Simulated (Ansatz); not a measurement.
Spinel GeNi2O4, treated with PBEsol in Ansatz (PAW).

Run with plane-wave cutoff 520 eV, 12×12×12 k mesh, Fermi–Dirac smearing 0.05 eV, spin-polarised start, scalar-relativistic PAW data made under PBE.

Pressure at four volumes; x = ln(V/9.846 Å³). One pressure is withheld.

| V (Å³/atom) | x | P (GPa) |
|---|---|---|
| 9.452 | -0.0408 | ? |
| 9.649 | -0.0202 | 4.36 |
| 9.846 | 0.0000 | 0.00 |
| 10.239 | 0.0391 | -7.38 |

Problem. Pass a parabola P(x) through the three rows shown, estimate the bulk modulus and its pressure derivative near zero pressure, and predict the withheld pressure.

Solution. Slopes between the rows: (0.00 − (4.36))/(0.0000 − (-0.0202)) = -215.84 and (-7.38 − (0.00))/(0.0391 − (0.0000)) = -188.75 GPa. Their difference over the span 0.0593 is c = 27.09/0.0593 = 456.8 GPa, so P(x) = 4.36 + (-215.84)(x − (-0.0202)) + 456.8 (x − (-0.0202))(x − (0.0000)). At the middle row B = −dP/dx = −[-215.84 + 456.8 × 0.0202] = 206.6 GPa, and B′ = dB/dP = 2c/B = 4.4. At x = -0.0408 the parabola gives 9.19 GPa; the run gives 9.24 GPa. The Birch–Murnaghan fit to the energies at all volumes has B0 = 206 GPa and B′ = 4.6.

Note: the magnetic order was assumed, not searched for or taken from measurement; the relaxation could not lower the start's symmetry, so the cell can be a saddle point above a distorted one.

Ansatz is a first-principles code.
